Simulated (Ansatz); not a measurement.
Consider this model of amorphous Ge12Ti10O44.

```xyz
66
Lattice="9.8602 0.0000 0.0000 0.0000 9.8602 0.0000 0.0000 0.0000 9.8602" Properties=species:S:1:pos:R:3 pbc="T T T"
Ge     2.2608     7.1385     8.3313
Ge     6.0159     2.4748     7.2937
Ge     0.8084     3.7628     6.8748
Ge     2.5723     8.2344     5.1507
Ge     0.5948     6.4515     6.0235
Ge     5.0989     5.0358     3.0069
Ge     5.1812     3.1789     0.6102
Ge     9.2258     5.5905     2.5446
Ge     0.8556     9.7972     2.8465
Ge     8.1004     8.4717     3.6602
Ge     3.6613     3.1863     5.2768
Ge     7.8997     0.5415     8.8759
Ti     6.2243     0.2132     1.7882
Ti     4.4148     7.2637     0.5324
Ti     4.1189     0.3297     9.2392
Ti     9.3512     7.9758     0.4023
Ti     7.6714     4.5876     4.9096
Ti     0.9150     1.7669     9.7640
Ti     5.1864     5.4173     7.8009
Ti     2.0195     4.7393     1.0098
Ti     7.3613     7.8343     6.7473
Ti     5.1390     0.0387     4.3711
O      9.3263     9.7047     3.9642
O      4.3813     1.6154     5.0158
O      6.9225     8.6295     5.0482
O      9.4901     4.7930     5.8263
O      6.2304     5.5258     4.2611
O      1.9455     3.1323     5.6680
O      9.5657     0.2517     9.4357
O      2.6721     6.2330     0.0470
O      3.7548     4.2326     3.8600
O      3.5888     3.8565     0.9325
O      2.5229     1.2408     9.2148
O      6.6167     6.1737     6.8959
O      9.0179     7.4244     6.4022
O      0.6238     8.3972     1.7343
O      4.4512     6.4774     2.2116
O      8.7513     6.7778     3.8488
O      3.2998     8.4478     9.0737
O      7.5282     8.6833     8.4087
O      5.3086     8.9026     0.3851
O      4.6306     9.4001     2.7885
O      7.2459     1.1889     0.5056
O      4.9827     1.0405     7.8143
O      5.4649     6.1620     9.4717
O      4.2587     8.5024     5.4310
O      1.3380     5.4720     7.4083
O      5.8761     3.5976     8.8336
O      6.0627     3.9563     1.9264
O      0.8915     3.6273     0.2516
O      1.6855     8.0258     6.7662
O      4.5728     3.6973     6.7722
O      0.5613     7.4703     8.9847
O      4.7774     1.4662     0.8376
O      1.6853     6.7364     4.6275
O      6.6117     0.8371     3.4350
O      2.1623     9.5705     4.0315
O      6.9345     3.2650     5.8511
O      1.0329     1.3072     1.7731
O      1.0896     5.2435     2.5016
O      0.3119     2.5104     7.9221
O      8.4439     4.1666     3.3087
O      8.7677     6.2882     0.9905
O      3.7587     6.3455     7.4379
O      7.5429     8.6152     1.9740
O      7.5648     1.5481     7.4867
```

Calculation: PBE, scalar-relativistic without spin-orbit coupling (plane waves to 420 eV, PAW; Ansatz, an electronic-structure program).

A CHGNet melt-quench gave the starting glass, which DFT then relaxed. O atoms were pushed apart under 1.9 Å during the dynamics, to hinder bonds among them. The hot cell started wider than the set density and was brought back towards it in steps. It is the lowest in DFT energy of 2 quenches. It is a model cell: composition and starting density were chosen by hand, and all elements were melted together. No dispersion term was used. Its density started from a set value of 3.82 and ended at 3.56 g/cm³. The simulated quench (nominally 360 K/ps over its main leg) is rapid and tends to freeze in more defects than a deposited or slowly cooled glass has. Values belong to this one cell and scatter from quench to quench. The volume was free in the relaxation, at fixed shape. Stress components on the final sampling reach 2.1 GPa.

Cut-offs for bonds: Ge-Ge 2.81 Å, Ge-Ti 2.88 Å, Ge-O 2.26 Å, Ti-Ti 3.12 Å, Ti-O 2.44 Å, O-O 1.58 Å. Two cations that share two anions don't count as bonded, nor two that share one unless they lie closer than Ge-Ge 2.57 Å, Ge-Ti 2.80 Å, Ti-Ti 3.04 Å.

**Question.** Give the coordination numbers, mean bond lengths and angles.

**Answer.** 
- Mean coordination of Ge by anions = 4.33 (9 with 4, 2 with 5, 1 with 6)
- Mean coordination of Ti by anions = 4.70 (4 with 4, 5 with 5, 1 with 6)
- Mean coordination of O = 2.25 (33 with 2, 11 with 3)
- Mean Ge-O bond = 1.819 Å (spread 0.076 Å, 52 counted)
- Mean Ti-O bond = 1.918 Å (spread 0.139 Å, 47 counted)
- Bond angle at Ge = mean 108.1°, spread 19.7°
- Bond angle at Ti = mean 106.2°, spread 23.3°
- Bond angle at O = mean 124.5°, spread 19.8°

**Question.** List the pairs of like atoms that count as bonded by the rules above.

**Answer.** There are none by these rules.

**Question.** What Bader charges do the atoms carry, from a run on the zone centre alone?

**Answer.** Means (range): Ge +2.37 e (+2.32 to +2.46), Ti +2.21 e (+2.18 to +2.26), O -1.15 e (-1.24 to -1.00).
```json
[
 {"atom": "Ge1", "charge (e)": "+2.46"},
 {"atom": "Ge2", "charge (e)": "+2.37"},
 {"atom": "Ge3", "charge (e)": "+2.32"},
 {"atom": "Ge4", "charge (e)": "+2.32"},
 {"atom": "Ge5", "charge (e)": "+2.36"},
 {"atom": "Ge6", "charge (e)": "+2.38"},
 {"atom": "Ge7", "charge (e)": "+2.38"},
 {"atom": "Ge8", "charge (e)": "+2.35"},
 {"atom": "Ge9", "charge (e)": "+2.38"},
 {"atom": "Ge10", "charge (e)": "+2.34"},
 {"atom": "Ge11", "charge (e)": "+2.41"},
 {"atom": "Ge12", "charge (e)": "+2.33"},
 {"atom": "Ti13", "charge (e)": "+2.22"},
 {"atom": "Ti14", "charge (e)": "+2.22"},
 {"atom": "Ti15", "charge (e)": "+2.23"},
 {"atom": "Ti16", "charge (e)": "+2.20"},
 {"atom": "Ti17", "charge (e)": "+2.21"},
 {"atom": "Ti18", "charge (e)": "+2.26"},
 {"atom": "Ti19", "charge (e)": "+2.20"},
 {"atom": "Ti20", "charge (e)": "+2.21"},
 {"atom": "Ti21", "charge (e)": "+2.21"},
 {"atom": "Ti22", "charge (e)": "+2.18"},
 {"atom": "O23", "charge (e)": "-1.18"},
 {"atom": "O24", "charge (e)": "-1.19"},
 {"atom": "O25", "charge (e)": "-1.19"},
 {"atom": "O26", "charge (e)": "-1.22"},
 {"atom": "O27", "charge (e)": "-1.15"},
 {"atom": "O28", "charge (e)": "-1.21"},
 {"atom": "O29", "charge (e)": "-1.21"},
 {"atom": "O30", "charge (e)": "-1.21"},
 {"atom": "O31", "charge (e)": "-1.20"},
 {"atom": "O32", "charge (e)": "-1.19"},
 {"atom": "O33", "charge (e)": "-1.04"},
 {"atom": "O34", "charge (e)": "-1.11"},
 {"atom": "O35", "charge (e)": "-1.08"},
 {"atom": "O36", "charge (e)": "-1.13"},
 {"atom": "O37", "charge (e)": "-1.15"},
 {"atom": "O38", "charge (e)": "-1.24"},
 {"atom": "O39", "charge (e)": "-1.21"},
 {"atom": "O40", "charge (e)": "-1.19"},
 {"atom": "O41", "charge (e)": "-1.14"},
 {"atom": "O42", "charge (e)": "-1.00"},
 {"atom": "O43", "charge (e)": "-1.19"},
 {"atom": "O44", "charge (e)": "-1.14"},
 {"atom": "O45", "charge (e)": "-1.03"},
 {"atom": "O46", "charge (e)": "-1.17"},
 {"atom": "O47", "charge (e)": "-1.21"},
 {"atom": "O48", "charge (e)": "-1.22"},
 {"atom": "O49", "charge (e)": "-1.16"},
 {"atom": "O50", "charge (e)": "-1.06"},
 {"atom": "O51", "charge (e)": "-1.20"},
 {"atom": "O52", "charge (e)": "-1.22"},
 {"atom": "O53", "charge (e)": "-1.06"},
 {"atom": "O54", "charge (e)": "-1.18"},
 {"atom": "O55", "charge (e)": "-1.12"},
 {"atom": "O56", "charge (e)": "-1.04"},
 {"atom": "O57", "charge (e)": "-1.20"},
 {"atom": "O58", "charge (e)": "-1.09"},
 {"atom": "O59", "charge (e)": "-1.15"},
 {"atom": "O60", "charge (e)": "-1.12"},
 {"atom": "O61", "charge (e)": "-1.14"},
 {"atom": "O62", "charge (e)": "-1.06"},
 {"atom": "O63", "charge (e)": "-1.13"},
 {"atom": "O64", "charge (e)": "-1.06"},
 {"atom": "O65", "charge (e)": "-1.21"},
 {"atom": "O66", "charge (e)": "-1.16"}
]
```
